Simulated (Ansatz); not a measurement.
Consider interstitial Na in rock-salt MgO, charge state +1. The step: a concerted move, in which Na travels most; the atom moves 2.11 Å along (0.00, 0.00, -0.50) of the unit cell; the moving atom starts with neighbours 4 Mg at 2.20; 4 O at 1.98 Å and ends with 4 Mg at 2.20; 4 O at 1.98 Å. DFT values are from Ansatz (plane-wave PAW, 420 eV unless said) in a cell of 64 host sites, spin-restricted, static, with no finite-size correction. The charge state is imposed; whether it is stable for some Fermi level was not computed. Sites that were not tried may lie lower. For the PBE band: the saddle point's order was not checked, and it lies on a symmetry element of the cell, where a band can be held.

```tsv
Level	Forward barrier (eV)	Cost of the band or of the saddle's single point
PBE, the Γ point alone, band relaxed	0.57	about 7 core-minutes (a rough figure)
PBE, a 2×2×2 k-point mesh shifted by half a step, same geometries	0.59	very roughly 60 core-seconds
r2SCAN at 500 eV, the Γ point alone, same geometries	[?]	around 24 core-seconds (rough)
```

Some entries are withheld; supply them.


- r2SCAN at 500 eV, the Γ point alone, same geometries, Forward barrier (eV): 0.58

Ansatz is an electronic-structure program.
